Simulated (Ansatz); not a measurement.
Base system: ZnAu in the CsCl type structure (space group Pm-3m, No. 221; a = 3.1286 Å; relaxed with 0.1 eV smearing).

The values are results of PBEsol (Ansatz, a first-principles code; PAW; 420 eV plane waves; without spin-orbit coupling), not measurements.

Before the change:

| Item | Result |
|---|---|
| Pressure | 0.0 GPa |

Modification: the cell is scaled by 0.9700 in all directions; the atoms relax in the strained cell.

What happens to the energy relative to the base and pressure?

The energy goes up by 63 meV/atom; the pressure goes from zero to 16.7 GPa.

Stability against distortions was not tested.
